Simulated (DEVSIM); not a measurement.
Structure: abrupt Si n-p junction, at 250 K.

Layer 1 from the left is Si, thickness (μm) 7.20, Nd (cm⁻³) 5.4e16, τn (s) 6.2e-7, τp (s) 6.2e-7. Layer 2 from the left is Si, thickness (μm) 20.0, Na (cm⁻³) 1.4e14, τn (s) 6.2e-7, τp (s) 6.2e-7.

Left contact: ohmic. Right contact: ohmic. Voltage is applied to the left contact. Recombination: SRH at mid-gap, Auger. Mobility is μmin + (μ − μmin)/(1 + (N/Nref)^α).

The device is made up for the run: typed textbook-type constants, with dimensions and the other settings drawn at random. Values at 300 K; Nc and Nv go as T^1.5, mobilities as T to minus their exponent, the gap by Varshni's rule with the affinity fixed.

Si: gap (eV) 1.124, affinity (eV) 4.05, permittivity 11.7, Nc (cm⁻³) 2.86e19, Nv (cm⁻³) 3.1e19, μn (cm²/Vs) 1417, μp (cm²/Vs) 470, μn,min 52, μp,min 45, Nref,n 9.7e16, Nref,p 2.2e17, αn 0.68, αp 0.72, T exponent of μn 2.3, T exponent of μp 2.2, Cn (cm⁶/s) 2.8e-31, Cp (cm⁶/s) 9.9e-32, Varshni α (eV/K) 0.000473, Varshni β (K) 636.

Task: Estimate by hand the built-in potential, the peak field at zero bias, the capacitance at 6 V, and compare with a numerical solution.

Result: 
- Built-in potential: ni = √(Nc Nv) exp(−Eg/2kT) = 8.01e7 cm⁻³ with Eg = 1.136 eV; Vbi = kT/q ln(Na Nd/ni²) = 0.748 V; numerical 0.748 V.
- Peak field at zero bias: depletion approximation: W = √(2εVbi/(qN)) = 2.63 μm with N = 1.40e14 cm⁻³; field = 2Vbi/W = 5680 V/cm; numerical 12300 V/cm (estimate below by 54 %).
- Capacitance at 6 V: C = √(qεN / 2(Vbi + |V|)) = 1.31 nF/cm²; numerical 1.32 nF/cm².

DEVSIM, 1D drift-diffusion, Boltzmann statistics, complete ionisation; no tunnelling, impact ionisation, image-force lowering or self-heating.
